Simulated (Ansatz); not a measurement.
# SiC under a change: C → B

The reference is SiC (space group P6_3mc, No. 186; a = 3.078 Å, c = 10.076 Å).

The change: full substitution C → B; the structure is relaxed again.

The values are results of plane-wave PAW DFT at the r2SCAN level (Ansatz, a program for electronic structure, 500 eV), no SOC, not measurements. Settings: 17×17×4 k-points, 0.05 eV Fermi–Dirac smearing, for the changed cell.

| quantity | base | changed | shift |
|---|---|---|---|
| volume per atom | 10.33 Å³ | 12.76 Å³ | +2.43 Å³ |
| density | 3.22 g/cm³ | 2.53 g/cm³ | -0.69 g/cm³ |
| lattice parameter a | 3.078 Å | 3.190 Å | +0.112 Å |
| c/a ratio | 3.274 | 3.633 | +0.359 |
| space group | P6_3mc (No. 186) | P6_3mc (No. 186) | – |
| shortest interatomic distance | 1.883 Å | 1.979 Å | +0.096 Å |
| band gap | 2.60 eV | zero | – |

Final structure:

```
CELL_PARAMETERS angstrom
      3.18963     0.00000     0.00000
     -1.59481     2.76230     0.00000
      0.00000     0.00000    11.58688
ATOMIC_POSITIONS crystal
  Si 0.00000 0.00000 0.99183
  Si 0.00000 0.00000 0.49183
  Si 0.66667 0.33333 0.74198
  Si 0.33333 0.66667 0.24198
  B  0.00000 0.00000 0.82104
  B  0.00000 0.00000 0.32104
  B  0.66667 0.33333 0.57078
  B  0.33333 0.66667 0.07078
```

No phonon test of stability was made. For SiB in this form, whether it has been made was not checked. The final runs are not spin-polarised.
